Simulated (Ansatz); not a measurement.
Base system: SnTe in the rock salt structure (space group Fm-3m, No. 225; a = 6.3697 Å). Axes: x, y, z lie along the cube axes.

Level of theory: Ansatz (a first-principles code), r2SCAN, PAW, cutoff 500 eV, no spin-orbit coupling.

For the base:

```
Quantity            Value
---------------  --------
Volume per atom  32.30 Å³
Band gap          0.13 eV
Pressure          0.0 GPa
```

The change: biaxial strain −3.00 %, plane normal [001], relaxed out of plane (Cartesian); in-plane vectors clamped, the third vector and the atoms free.

Task: What does the calculation give for the energy relative to the base, volume per atom, band gap and pressure after the change?

Result: The energy increases by 26 meV/atom; the volume per atom falls by 1.867 Å³, from 32.30 Å³ to 30.44 Å³; the band gap goes from 0.13 eV to zero; the pressure (mean of the normal stresses, compression positive) goes from zero to 3.1 GPa.

Spin-orbit coupling, missing from the scalar runs, can matter with Te. Whether these cells are dynamically stable was not tested. All final runs are without spin polarisation. Gaps under 0.05 eV, about the width of the smearing, are given as zero. A zero or small gap of SnTe can be the functional's error rather than a property of the material.
